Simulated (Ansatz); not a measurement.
**Worked example: self-consistent single point of HfAu (P4mm, 4 atoms in the cell) in Ansatz (an electronic-structure program)**

Computed with LDA (PW92), default PAW files made with PBE (plane waves; Ansatz).

Input as run:

Ansatz 0.2 input:
```yaml
crystal:
  lattice:
    - [3.46644100, 0.00000000, 0.00000000]
    - [0.00000000, 3.46644100, 0.00000000]
    - [0.00000000, 0.00000000, 6.28891700]
  atoms:
    - { symbol: Hf, position: [0.00000000, 0.50000000, 0.85953000] }
    - { symbol: Hf, position: [0.50000000, 0.00000000, 0.14842000] }
    - { symbol: Au, position: [0.00000000, 0.50000000, 0.37143000] }
    - { symbol: Au, position: [0.50000000, 0.00000000, 0.62857000] }
basis:
  ecutwfc: 420.0 eV
kpoints:
  mp_grid: { grid: [8, 8, 4] }
hamiltonian:
  xc: lda
  pseudopotentials: { kind: paw }
scf:
  occupations: { method: fermi_dirac, width: 0.1 eV }
output:
  forces: true
  eigenvalues: true
  stress: true
```

The program printed (abridged):

```
WARN ansatz: RAYON_NUM_THREADS=1 ignored (pool sized by the plan → 1); use --threads N
Pseudopotentials: kind: paw
Pseudopotential: Hf, paw, valence charge 26
Pseudopotential: Au, paw, valence charge 19
Crystal: 4 atoms, lattice volume = 75.569 Å³
Basis set: ecut = 420 eV, 1457 PW (Γ)
Bands: 54, of which v1, the nominal top of the filled ones, is band 45 counted from 1 (44 counted from 0)
Symmetry: 8 space group operations
Space group: P4mm (ITA 99), of the structure as read, at distance tolerance 4.2e-5 Å
k-points: 45 of 256 (time reversal used)
PAW frozen core: Hf, regenerated for the run's functional, and the local potential with it
PAW frozen core: Au, regenerated for the run's functional, and the local potential with it
Initial density: superposition of atomic densities (neutral atoms: chi_scale 0, normalization atom), corrected by the library's trained network
Initial wavefunctions: pseudopotential atomic-orbital guess
Eigensolver: davidson
Functional: x = slater, c = lda
SCF iter   1: F=—  HF=-56685.968600 eV  |F-HF|=—  |Δ(HF+E_count)|=         —  Δρ=7.99e-3  dr2=5.55e-2  ethr=1.77e-3  ⟨swp⟩=5.4  Hψ=7320  notcnv=0  defer=7
all-band conjugate gradients solve this SCF's bands
preconditioner: auto → Kerker (q_TF=auto, 2.809 Å⁻¹)
SCF iter   2: F=—  HF=-56685.960997 eV  |F-HF|=—  |Δ(HF+E_count)|=   7.60e-3  Δρ=3.61e-3  dr2=7.95e-3  ethr=6.17e-5  ⟨swp⟩=2.2  Hψ=3470  notcnv=0  defer=7
SCF iter   3: F=—  HF=-56685.960008 eV  |F-HF|=—  |Δ(HF+E_count)|=   9.89e-4  Δρ=1.30e-3  dr2=1.18e-3  ethr=8.84e-6  ⟨swp⟩=2.2  Hψ=3463  notcnv=0  defer=7
SCF iter   4: F=—  HF=-56685.959873 eV  |F-HF|=—  |Δ(HF+E_count)|=   1.36e-4  Δρ=5.33e-4  dr2=2.00e-4  ethr=1.31e-6  ⟨swp⟩=2.0  Hψ=4317  notcnv=0  defer=7
SCF iter   5: F=—  HF=-56685.959813 eV  |F-HF|=—  |Δ(HF+E_count)|=   5.94e-5  Δρ=1.75e-4  dr2=2.70e-5  ethr=2.23e-7  ⟨swp⟩=2.0  Hψ=4194  notcnv=0  defer=7
SCF iter   6: F=—  HF=-56685.959842 eV  |F-HF|=—  |Δ(HF+E_count)|=   2.84e-5  Δρ=3.76e-5  dr2=2.43e-6  ethr=3.00e-8  ⟨swp⟩=2.0  Hψ=3048  notcnv=0  defer=7
SCF iter   7: F=—  HF=-56685.959841 eV  |F-HF|=—  |Δ(HF+E_count)|=   3.28e-7  Δρ=1.01e-5  dr2=1.22e-7  ethr=2.70e-9  ⟨swp⟩=2.6  Hψ=3906  notcnv=0  defer=7
SCF iter   8: F=-56685.959841 eV  HF=-56685.959841 eV  |F-HF|=6.87e-8  |Δ(HF+E_count)|=   4.71e-9  Δρ=4.29e-6  dr2=1.99e-8  ethr=1.11e-10  ⟨swp⟩=6.3  Hψ=9207  notcnv=0
SCF 1 converged in 8 iterations: F = -56685.959841 eV  dr2 = 1.99e-8
SCF converged after 8 iterations
Free energy (F): -56685.959841 eV
Harris-Foulkes:  -56685.959841 eV  (|F-HF|=6.87e-8)
Internal energy: -56685.891172 eV  (E = F + TS)
E sigma→0 (E₀):  -56685.925507 eV
Entropy (-TS):   -0.068669 eV (-17.167 meV/atom)
Fermi energy:    20.967659 eV
--- Per-component energies (eV) ---
  E_band       = -306.087050
  E_kinetic    = 2058.594123
  E_local      = -13320.309550  (includes V_loc(G=0)·N_el)
  E_nonlocal   = -2309.246904
  E_hartree    = 6126.148832
  E_xc         = -1051.083921
  E_vxc        = -1086.500011  (∫ρ·V_xc dr)
  E_paw        = -32214.993076  (= ΣΔE_a)
  E_vpaw       = 2099.074545  (= ΣTr[D̂ρ^β])
  E_aug_tail   = 0.002588  (compensation charges beyond the density's cutoff)
  E_ewald      = -15980.963185
  E_core_change = 5.959921  (= ΣΔE_core)
  E_smearing   = -0.068669  (= −TS)
  E_closure    = 0.000000  (closes the sum)
  Σ components = -56685.959841   (vs F -56685.959841, Δ=0.00e0)
--- Forces (eV/Å), atoms counted from 1 ---
  atom   1  Hf    -0.00000000    -0.00000000    -0.57141095
  atom   2  Hf     0.00000000     0.00000000     0.30561215
  atom   3  Au     0.00000000     0.00000000     0.13998584
  atom   4  Au     0.00000000    -0.00000000     0.12563068
  max |Σ_I F_I| component: 1.82e-4 eV/Å
--- Stress (GPa, compression-positive) ---
       -4.892165       0.000000      -0.000000
        0.000000      -4.892165       0.000000
       -0.000000       0.000000      -5.048036
  P = ⅓ Tr σ = -4.9441 GPa (-49.441 kbar)
  The stress holds the Pulay correction. Without it, at fixed plane waves, as pw.x and ABINIT print it: P = -4.9803 GPa
--- Band table (eV; the first three rows and the last of 45) ---
  k-point 0: bands = ["-85.4818", "-85.4338", "-40.9346", "-40.8664", "-36.7933", "-36.7724", "-36.7724", "-36.7346", "-36.6958", "-36.6958", "-9.8078", "-9.6205", "-9.6205", "-9.4741", "-9.3274", "-9.3274", "9.0519", "9.0533", "9.0594", "9.0603", [...]
  k-point 1: bands = ["-85.4818", "-85.4338", "-40.9349", "-40.8662", "-36.7934", "-36.7724", "-36.7724", "-36.7345", "-36.6958", "-36.6958", "-9.8063", "-9.6208", "-9.6208", "-9.4779", "-9.3271", "-9.3271", "9.0521", "9.0524", "9.0594", "9.0594", [...]
  k-point 2: bands = ["-85.4818", "-85.4338", "-40.9351", "-40.8660", "-36.7935", "-36.7724", "-36.7724", "-36.7343", "-36.6958", "-36.6958", "-9.8048", "-9.6212", "-9.6212", "-9.4818", "-9.3267", "-9.3267", "9.0510", "9.0530", "9.0585", "9.0585", [...]
  k-point 44: bands = ["-85.4813", "-85.4336", "-40.8981", "-40.8779", "-36.7885", "-36.7885", "-36.7821", "-36.7440", "-36.7003", "-36.7003", "-9.8479", "-9.8479", "-9.6162", "-9.6010", "-9.4256", "-9.4256", "9.0584", "9.0584", "9.0586", "9.0594", [...]
```

The run converged in 8 iterations.

The starting cell comes from a database of computed structures (which also holds hypothetical and non-ambient phases and stackings), without a prior relaxation at this level. Its lattice was rescaled by up to half a per cent. One atom was moved a little off its site on purpose. Spin-orbit coupling is off. With a pressure of about -5 GPa the cell is away from its equilibrium volume at this level. Ansatz's pressure includes its estimate of the finite-basis (Pulay) stress.
